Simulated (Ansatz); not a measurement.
Start from Zr in the hcp (Mg type) structure (space group P6_3/mmc, No. 194; a = 3.2304 Å, c = 5.1788 Å; relaxed with 0.1 eV smearing). Axes: x lies along a and z along c of the hexagonal cell.

Computed with Kohn–Sham DFT with the PBE functional, run in Ansatz (a first-principles code) with PAW and 420 eV plane waves, no spin-orbit coupling.

Strains are applied to the cell and any free atomic positions relax.

One change was made to it. Results:

```csv
quantity,base,after
shortest interatomic distance,6.030 bohr,6.105 bohr
"pressure (mean of the normal stresses, compression positive)",0.0 GPa,-2.7 GPa
energy relative to the base (free energy F),0 meV/atom,+10 meV/atom
```

Name the change that was made.
(A) uniaxial strain ε_zz = +3.00 %
(B) uniaxial strain ε_zz = −2.00 %
(C) uniaxial strain ε_zz = +2.00 %

A, uniaxial strain ε_zz = +3.00 %. For comparison, the energy relative to the base in the other runs: uniaxial strain ε_zz = +2.00 % gives +4.6 meV/atom; uniaxial strain ε_zz = −2.00 % gives +4.9 meV/atom.

No phonon test of stability was made. The final runs are not spin-polarised.
